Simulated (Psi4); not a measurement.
Psi4 1.11, WB97X/def2-svp: Ge(I)2 ([I][Ge][I]), 3 atoms. The geometry is a generated start, not checked to be a minimum at this level.

```json
{
 "task": "energy",
 "method": "wb97x",
 "basis": "def2-svp",
 "memory": "3 GB",
 "maxiter": "100",
 "keys_of_the_molecule_block": "symmetry c1",
 "scf_type": "df (default)",
 "e_convergence": "1e-06 (default)",
 "d_convergence": "1e-06 (default)",
 "dft_radial_points": "75 (default)",
 "dft_spherical_points": "302 (default)",
 "effective_core_potentials": "those of the basis set, past Kr",
 "basis_functions": "84",
 "grid_points": "61148"
}
```

```xyz
3

Ge     0.0342     0.0166     1.0757
I      1.0145    -1.7194    -0.5428
I     -1.0487     1.7028    -0.5329
```

With the defaults (damping_percentage = 0, diis = true, scf_initial_accelerator = adiis, diis_max_vecs = 10, guess = auto, which took SAD, soscf = false, soscf_start_convergence = 0.01) it converges in 10 SCF iterations. One run each on 2 threads, with these changes:
- diis_max_vecs = 20
- soscf = true
- guess = sapgau
- guess = sap
- soscf = true, soscf_start_convergence = 0.1
- guess = modhuckel
- damping_percentage = 60, diis = false, scf_initial_accelerator = none
- damping_percentage = 60
- guess = core

Which of these changes keep the SCF from converging, or lead it to another solution?

No convergence: damping_percentage = 60; damping_percentage = 60, diis = false, scf_initial_accelerator = none (the run ends without SCF convergence in 100 iterations). The rest reach the solution of the defaults.

```csv
setting,SCF iterations,JK calls,end
"soscf = true, soscf_start_convergence = 0.1",6,22,same solution
soscf = true,7,23,same solution
the defaults,10,11,same solution
diis_max_vecs = 20,10,11,same solution
guess = modhuckel,10,23,same solution
guess = sap,12,12,same solution
guess = core,13,13,same solution
guess = sapgau,17,17,same solution
damping_percentage = 60,100,101,no convergence
"damping_percentage = 60, diis = false, scf_initial_accelerator = none",100,101,no convergence
```

An SOSCF iteration holds several JK calls; a Hückel guess adds calls on atoms.
